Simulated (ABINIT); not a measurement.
Band structure of NbRe (Cmmm, 2 atoms in the cell).

```
CELL_PARAMETERS angstrom
      1.58475    -2.24947     0.00000
      1.58475     2.24947     0.00000
      0.00000     0.00000     4.50583
ATOMIC_POSITIONS crystal
  Nb 0.00000 0.00000 0.00000
  Re 0.50000 0.50000 0.50000
```

Method of the run: LDA (PW92), PAW (JTH v2.0 LDA PAW) (plane waves; ABINIT).

Settings: pseudos = [Nb.LDA_PW-JTH.xml, Re.LDA_PW-JTH.xml]; ecut = 20 Ha; pawecutdg = 40 Ha; pawxcdev = 0; occopt = 7; tsmear = 0.272 eV; ngkpt = 13 13 8; nshiftk = 1; shiftk = 0 0 0; potentials = JTH v2.0 LDA PAW; kptopt = 1; nstep = 80; tolvrs1 = 1e-10.

The starting cell comes from a database of computed structures (which also holds hypothetical and non-ambient phases and stackings), without a prior relaxation at this level. Its lattice was rescaled by a random factor within 2.5 % of one. Spin-orbit coupling is off. Spin polarisation is off.

Levels in eV from the Fermi level, bands 11 to 18:
```tsv
point	11	12	13	14	15	16	17	18
Γ	-3.66	-1.33	-1.31	-0.95	1.11	1.27	1.28	2.84
X	-4.17	-3.43	-1.02	1.85	2.11	2.22	2.84	3.57
S	-3.41	-2.62	-2.12	-1.68	0.65	1.68	2.58	4.02
R	-3.78	-3.04	0.70	1.41	1.42	1.91	2.94	3.65
A	-3.16	-3.14	-3.11	-2.52	2.02	2.19	3.21	3.29
Z	-3.26	-2.18	-1.59	-1.14	0.38	0.44	1.16	2.32
Y	-5.33	-3.43	1.14	1.82	2.75	3.77	4.69	4.71
X1	-4.17	-3.43	-1.02	1.85	2.11	2.22	2.84	3.57
A1	-3.16	-3.14	-3.11	-2.52	2.02	2.19	3.21	3.29
T	-3.76	-3.13	-1.35	-0.64	0.09	1.24	3.83	6.23
```

Bands cross the Fermi level along this path, so the cell is metallic at this level.
